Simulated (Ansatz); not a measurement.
The starting structures come from a database of crystals and need not be the phases stable at ambient conditions.

 Where the default PAW files enter, the runs use the earlier of Ansatz's two default sets.

Here is the system:

```yaml
crystal:
  lattice:
    - [6.80327, 0.00000, 0.00000]
    - [0.00000, 6.80327, 0.00000]
    - [3.40163, -3.40163, 4.81064]
  atoms:
    - { symbol: K, position: [0.50000, 0.50000, 0.00000] }
    - { symbol: Cs, position: [0.25000, 0.25000, 0.50000] }
    - { symbol: Cs, position: [0.75000, 0.75000, 0.50000] }
    - { symbol: Y, position: [0.00000, 0.00000, 0.00000] }
    - { symbol: F, position: [0.22820, 0.22820, 0.00000] }
    - { symbol: F, position: [0.77180, 0.77180, 0.00000] }
    - { symbol: F, position: [0.77180, 0.22820, 0.00000] }
    - { symbol: F, position: [0.22820, 0.77180, 0.00000] }
    - { symbol: F, position: [0.77180, 0.22820, 0.45640] }
    - { symbol: F, position: [0.22820, 0.77180, 0.54360] }
```

Space group of this cell: Fm-3m. The cell is taken as given; by r2SCAN its mean pressure is -2.1 GPa.

Transport runs along the normal of the first two printed cell vectors, the (001) plane of the conventional cell.

The gap is the functional's own, uncorrected, and κ follows it; spin-orbit coupling is left out. Mid-gap values are interpolated between the computed energies.

**Question.** Give the band gap and the smallest decay constant κ at mid-gap that r2SCAN (Ansatz, a first-principles code) yields.

**Answer.** Gap 7.25 eV on a 6×6×6 mesh; κ = 0.504 1/Å, at the zone centre.
